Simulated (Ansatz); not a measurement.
Start from TiO2 in the anatase structure (space group I4_1/amd, No. 141; a = 3.770 Å, c = 9.552 Å). Axes: x, y, z lie along a, b, c of the conventional cell.

The values are results of PBEsol (Ansatz, an electronic-structure program, PAW, no spin-orbit coupling), not measurements.

For the base:

Pressure: 0.00 GPa
Band gap: 2.11 eV

Now apply this change: tensile biaxial strain of 2.46 % in the plane normal to [001], as in epitaxy on a mismatched substrate; the out-of-plane cell vector and the atoms relax.

Predict the new pressure.

The pressure (mean of the normal stresses, compression positive) goes from zero to -4.79 GPa.

What happens to the energy relative to the base?

The energy grows by 12 meV/atom.

Predict the new ratio −ε⊥/ε∥.

The ratio −ε⊥/ε∥ is 1.35.

Estimate the effect on the band gap.

The band gap shrinks by 0.21 eV (2.11 eV → 1.90 eV).

Stability against distortions was not tested. The final runs are not spin-polarised.
